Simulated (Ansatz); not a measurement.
## Convergence test for Cr2SbAs (P-6m2, 4 atoms in the cell)

```xyz
4
Lattice="3.7530 0.0000 0.0000 -1.8765 3.2502 0.0000 0.0000 0.0000 5.7805" Properties=species:S:1:pos:R:3 pbc="T T T"
Cr     1.8765     1.0834     4.2423
Cr     1.8765     1.0834     1.5382
Sb     0.0000     0.0000     0.0000
As     0.0000     2.1668     2.8903
```
Moments meant for the start (each program seeds them in its own way; μB, in the order of the atoms Cr Cr Sb As): 3.0 3.0 0.0 0.0.

Method of the run: PBEsol, default PAW files made with PBE (plane waves; Ansatz, a quantum-chemistry and plane-wave program).

The starting cell comes from a database of computed structures (which also holds hypothetical and non-ambient phases and stackings), without a prior relaxation at this level. Its lattice was rescaled by a random factor within 2.5 % of one. The magnetic order is the one reached from the typed start; others were not searched systematically. The program warned that, by what it read of turns of the moments, another magnetic order lies lower. Ansatz's pressure includes its estimate of the finite-basis (Pulay) stress.

Held fixed: kpoints.mp_grid.grid = 10 10 6; hamiltonian.xc = pbesol; hamiltonian.pseudopotentials = {kind: paw} (the program's default PAW files); magnetization.spin_polarized = true; scf.occupations.method = fermi_dirac; scf.occupations.width = 0.05 eV.

ΔF is the free energy per atom less that of the last row (840 eV).

The first pressure column holds Ansatz's estimate of the finite-basis (Pulay) stress, which hides part of the cutoff error; the other is without it.

The series runs over basis.ecutwfc = 170 eV; 210 eV; 250 eV; 295 eV; 335 eV; 380 eV; 420 eV; 485 eV; 545 eV; 630 eV; 735 eV; 840 eV.

Question: From which setting on does the largest force stay within 0.02 eV/Å of the last one?

Answer: From basis.ecutwfc = 335 eV on; the one before it is off by 0.098 eV/Å. The value it settles on is 0.138 eV/Å at this level of theory and with the other settings as held.

```
basis.ecutwfc  ΔF (meV/atom)  pressure (GPa)  largest force (eV/Å)  size of the net moment (μB/atom)  pressure at a fixed set of plane waves (GPa)  plane waves  iterations
-------------  -------------  --------------  --------------------  --------------------------------  --------------------------------------------  -----------  ----------
170 eV               21934.7          -13.45                 0.414                              1.25                                       -793.63          337          14
210 eV                5563.6          -10.06                 0.436                              1.23                                       -254.21          487          12
250 eV                1321.7           -2.92                 0.031                              1.23                                        -77.59          627          13
295 eV                 213.5           -1.59                 0.235                              1.25                                        -18.19          797          13
335 eV                  32.8           -1.72                 0.141                              1.25                                         -5.07          977          13
380 eV                   4.0           -1.82                 0.138                              1.25                                         -2.15         1153          13
420 eV                  1.80           -1.82                 0.138                              1.25                                         -1.88         1399          13
485 eV                  0.81           -1.84                 0.138                              1.25                                         -1.87         1725          13
545 eV                  0.34           -1.84                 0.138                              1.25                                         -1.86         1997          13
630 eV                  0.15           -1.84                 0.138                              1.25                                         -1.85         2525          13
735 eV                  0.04           -1.85                 0.138                              1.25                                         -1.85         3199          13
840 eV                  0.00           -1.85                 0.138                              1.25                                         -1.85         3885          13
```

Keys are those of Ansatz 0.2.
